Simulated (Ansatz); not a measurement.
The reference is KI in the rock salt structure (space group Fm-3m, No. 225; a = 7.006 Å).

Level of theory: PBEsol (Ansatz, a quantum-chemistry and plane-wave program; PAW; 420 eV plane waves; no spin-orbit coupling).

For the base:

| Quantity | Value |
|---|---|
| Band gap | 3.87 eV |
| Electron mass | 0.32 mₑ (at Γ) |

Now apply this change: every lattice vector is stretched by 2.50 %, atoms relaxed at fixed cell.

**Question.** How does this affect the energy relative to the base?

**Answer.** The energy goes up by 8.2 meV/atom.

**Question.** How does this affect the band gap?

**Answer.** The band gap decreases by 0.15 eV (3.87 eV → 3.72 eV).

**Question.** Estimate the effect on the electron mass.

**Answer.** The electron mass goes from 0.32 mₑ (at Γ) to 0.33 mₑ (at Γ).

With I present, leaving out spin-orbit coupling can change the band edges. The cells carry an imposed strain or load. Masses are band curvatures over ±0.01 Å⁻¹ around the edge. No phonon test of stability was made.
